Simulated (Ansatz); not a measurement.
# BeTe, response to strain

Base system: BeTe in the zinc blende structure (space group F-43m, No. 216).

```yaml
crystal:
  lattice:
    - [0.00000, 2.80220, 2.80220]
    - [2.80220, 0.00000, 2.80220]
    - [2.80220, 2.80220, 0.00000]
  atoms:
    - { symbol: Te, position: [0.75000, 0.75000, 0.75000] }
    - { symbol: Be, position: [0.00000, 0.00000, 0.00000] }
```

Cartesian axes are those of the cell as printed.

Strains are applied to the cell and any free atomic positions relax; under biaxial strain the out-of-plane vector relaxes too; under stress the whole cell relaxes.

Method: Ansatz (a quantum-chemistry and plane-wave program), PBEsol, PAW, cutoff 420 eV, no spin-orbit coupling.

Notes on the quantities. energy relative to the base: free energy F.

```csv
variant,energy relative to the base,space group,gap character,band gap,shortest interatomic distance
base,0 meV/atom,F-43m (No. 216),–,1.84 eV,4.586 bohr
"biaxial strain +1.02 %, plane normal [001], relaxed out of plane",+1.5 meV/atom,I-4m2 (No. 119),"indirect, Γ → M",1.72 eV,4.605 bohr
"biaxial strain +4.51 %, plane normal [001], relaxed out of plane",+27 meV/atom,I-4m2 (No. 119),"indirect, Γ → M",1.39 eV,4.669 bohr
"biaxial strain −0.90 %, plane normal [111], relaxed out of plane",+1.6 meV/atom,R3m (No. 160),"indirect, Γ → F",1.76 eV,4.558 bohr
"biaxial strain +0.55 %, plane normal [111], relaxed out of plane",+0.6 meV/atom,R3m (No. 160),"indirect, Γ → F",1.81 eV,4.588 bohr
tensor shear ε_xy = +0.47 %,+0.3 meV/atom,Imm2 (No. 44),"indirect, Γ → X",1.79 eV,4.579 bohr
tensor shear ε_yz = −3.44 %,+17 meV/atom,Imm2 (No. 44),"indirect, Γ → X",1.30 eV,4.537 bohr
"uniaxial stress, 1 GPa tension along x",+0.9 meV/atom,I-4m2 (No. 119),"indirect, Γ → X",1.78 eV,4.595 bohr
"uniaxial stress, 8 GPa tension along z",+51 meV/atom,I-4m2 (No. 119),"indirect, Γ → X",1.49 eV,4.675 bohr
"uniaxial stress, 1 GPa compression along x",+0.9 meV/atom,I-4m2 (No. 119),"indirect, Γ → M",1.68 eV,4.578 bohr
```

With Te present, leaving out spin-orbit coupling can change the band edges. Stability under load was not tested beyond the relaxation. k-point labels follow each cell's own Brillouin zone.
